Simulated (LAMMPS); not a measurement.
An MD run on CeO2 (fluorite) with 30 % of Ce sites La, with oxygen vacancies for neutrality, 730 atoms, at 1000 K and 0 GPa, heated as the crystal.

Computed with classical MD, Buckingham potential of Lewis and Catlow, J. Phys. C 18, 1149 (1985), first set, used with rigid ions (no shells), PPPM sums, short-range terms cut at 10 Å, modified for these runs by an r^-4 repulsive force inside the short-range force's maximum (LAMMPS).

* **state found**: crystal with O moved off the starting sites; no diffusion seen in 100 ps
* **density**: 6.4912 ± 0.0007 g/cm³
* **volume per atom**: 15.195 ± 0.002 Å³/atom
* **enthalpy per atom**: -31.6498 ± 0.0008 eV/atom
* **first peak of g(r), Ce-O**: 2.22 Å, height 6.0
* **first peak of g(r), La-O**: 2.48 Å, height 5.0
* **coordination number of La by O**: 7.63 (counted to 3.50 Å)
* **coordination number of O by La**: 1.22 (counted to 3.50 Å)
* **most common O-La-O angle**: at the 3° bin centred on 70.5°, after smoothing over three bins (mean of all 102°)
* **most common Ce-O-La angle**: at the 3° bin centred on 106.5°, after smoothing over three bins (mean of all 107°)
* **most common La-O-La angle**: at the 3° bin centred on 100.5°, after smoothing over three bins (mean of all 102°)
* **mean frequency of the vibrational (phonon) density of states**: 10.7 THz
* **cost**: roughly 40 core-minutes

Potential: Lewis and Catlow, J. Phys. C 18, 1149 (1985), first set; O-O C6 of 27.879 eV Å6 from the Catlow library, as the file leaves it open.

Caution: the potential ionic pair potential lewis1985a is fitted to static crystal properties with a polarisable anion, which is rigid here. Caution: the random arrangement on this lattice is imposed, and need not be a phase that exists in equilibrium. Caution: a run this short can hold a crystal over, or a liquid under, the potential's own melting point, which these runs don't give.

States go by the mean squared displacement: a species diffuses where it passes 1.5 Å², still rises and gives D over 1e-6 cm²/s; a crystal has left its structure where atoms lie 0.35 Å off their sites on average or a cubic box changes its shape by 3 %, or the axial ratios of another lie 8 % off the starting cell's, which the potential's own relaxation can also do.

Uncertainties are statistical and leave out the potential's own error.

| r (Å) | g(r), Ce-O | g(r), La-O |
|---|---|---|
| 1.780 | 0.000 | 0.000 |
| 1.820 | 0.005 | 0.000 |
| 1.860 | 0.015 | 0.000 |
| 1.900 | 0.076 | 0.000 |
| 1.940 | 0.238 | 0.000 |
| 1.980 | 0.682 | 0.000 |
| 2.020 | 1.60 | 0.000 |
| 2.060 | 2.81 | 0.000 |
| 2.100 | 3.93 | 0.037 |
| 2.140 | 4.97 | 0.125 |
| 2.180 | 5.61 | 0.387 |
| 2.220 | 5.96 | 0.936 |
| 2.260 | 5.24 | 1.47 |
| 2.300 | 5.15 | 2.49 |
| 2.340 | 4.34 | 3.57 |
| 2.380 | 3.68 | 4.08 |
| 2.420 | 3.02 | 4.43 |
| 2.460 | 2.70 | 4.98 |
| 2.500 | 2.12 | 4.79 |
| 2.540 | 1.68 | 4.46 |
| 2.580 | 1.29 | 4.14 |
| 2.620 | 1.11 | 3.46 |
| 2.660 | 0.807 | 2.81 |
| 2.700 | 0.707 | 2.53 |
| 2.740 | 0.700 | 2.00 |
| 2.780 | 0.576 | 1.50 |
| 2.820 | 0.427 | 1.32 |
| 2.860 | 0.382 | 1.11 |
| 2.900 | 0.365 | 0.743 |
| 2.940 | 0.261 | 0.661 |
| 2.980 | 0.272 | 0.478 |
| 3.020 | 0.251 | 0.394 |
| 3.060 | 0.203 | 0.353 |
| 3.100 | 0.172 | 0.242 |
| 3.140 | 0.147 | 0.244 |
| 3.180 | 0.118 | 0.133 |
| 3.220 | 0.123 | 0.091 |
| 3.260 | 0.089 | 0.073 |
| 3.300 | 0.059 | 0.056 |
| 3.340 | 0.074 | 0.059 |
| 3.380 | 0.044 | 0.039 |
| 3.420 | 0.038 | 0.024 |
| 3.460 | 0.056 | 0.034 |
| 3.500 | 0.031 | 0.053 |
| 3.540 | 0.040 | 0.039 |
| 3.580 | 0.036 | 0.022 |
| 3.620 | 0.032 | 0.031 |
| 3.660 | 0.024 | 0.040 |
| 3.700 | 0.029 | 0.042 |
| 3.740 | 0.055 | 0.050 |
| 3.780 | 0.058 | 0.060 |
| 3.820 | 0.085 | 0.036 |
| 3.860 | 0.104 | 0.085 |
| 3.900 | 0.137 | 0.089 |
| 3.940 | 0.189 | 0.113 |
| 3.980 | 0.247 | 0.175 |
| 4.020 | 0.302 | 0.283 |
| 4.060 | 0.431 | 0.297 |
| 4.100 | 0.538 | 0.398 |
| 4.140 | 0.697 | 0.477 |
| 4.180 | 0.898 | 0.636 |
| 4.220 | 1.05 | 0.787 |
| 4.260 | 1.28 | 1.04 |
| 4.300 | 1.54 | 1.27 |
| 4.340 | 1.72 | 1.42 |
| 4.380 | 1.96 | 1.75 |
| 4.420 | 2.17 | 1.81 |
| 4.460 | 2.45 | 2.01 |
| 4.500 | 2.63 | 2.38 |
| 4.540 | 2.84 | 2.42 |
| 4.580 | 2.90 | 2.55 |
| 4.620 | 2.95 | 2.44 |
| 4.660 | 2.88 | 2.65 |
| 4.700 | 2.83 | 2.61 |
| 4.740 | 2.69 | 2.43 |
| 4.780 | 2.44 | 2.32 |
| 4.820 | 2.11 | 2.01 |
| 4.860 | 1.87 | 1.91 |
| 4.900 | 1.55 | 1.78 |
| 4.940 | 1.35 | 1.42 |
| 4.980 | 1.03 | 1.24 |
| 5.020 | 0.884 | 1.12 |
| 5.060 | 0.655 | 0.825 |
| 5.100 | 0.477 | 0.666 |
| 5.140 | 0.367 | 0.584 |
| 5.180 | 0.300 | 0.455 |
| 5.220 | 0.246 | 0.304 |
| 5.260 | 0.183 | 0.275 |
| 5.300 | 0.166 | 0.266 |
| 5.340 | 0.163 | 0.218 |
| 5.380 | 0.166 | 0.244 |
| 5.420 | 0.190 | 0.263 |
| 5.460 | 0.211 | 0.385 |
| 5.500 | 0.238 | 0.389 |
| 5.540 | 0.287 | 0.459 |
| 5.580 | 0.355 | 0.610 |
| 5.620 | 0.459 | 0.702 |
| 5.660 | 0.548 | 0.832 |
| 5.700 | 0.650 | 0.969 |
| 5.740 | 0.782 | 1.08 |
| 5.780 | 0.907 | 1.22 |
| 5.820 | 1.04 | 1.29 |
| 5.860 | 1.19 | 1.38 |
